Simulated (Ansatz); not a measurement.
## What isotropic strain +2.50 % does to InSb

Start from InSb in the zinc blende structure (space group F-43m, No. 216; a = 6.5189 Å).

The change: the cell is scaled by 1.0250 in all directions; the atoms relax in the strained cell.

The values are results of PBEsol/PAW in Ansatz (an electronic-structure program), spin-orbit coupling left out, not measurements. Settings: 12×12×12 k-points, 0.05 eV Fermi–Dirac smearing.

The volume per atom goes up by 2.66 Å³ to 37.29 Å³ and the space group remains F-43m (No. 216). The shortest interatomic distance increases by 0.0706 Å, from 2.823 Å to 2.893 Å and the energy goes up by 24 meV/atom. The pressure goes from zero to -2.6 GPa and the band gap is still zero.

Final structure:

```yaml
crystal:
  lattice:
    - [0.00000, 3.34093, 3.34093]
    - [3.34093, 0.00000, 3.34093]
    - [3.34093, 3.34093, 0.00000]
  atoms:
    - { symbol: In, position: [0.00000, 0.00000, 0.00000] }
    - { symbol: Sb, position: [0.25000, 0.25000, 0.25000] }
```

Spin-orbit coupling, missing from the scalar runs, can matter with Sb. Whether these cells are dynamically stable was not tested. The final runs are not spin-polarised. A zero or small gap of InSb can be the functional's error rather than a property of the material.
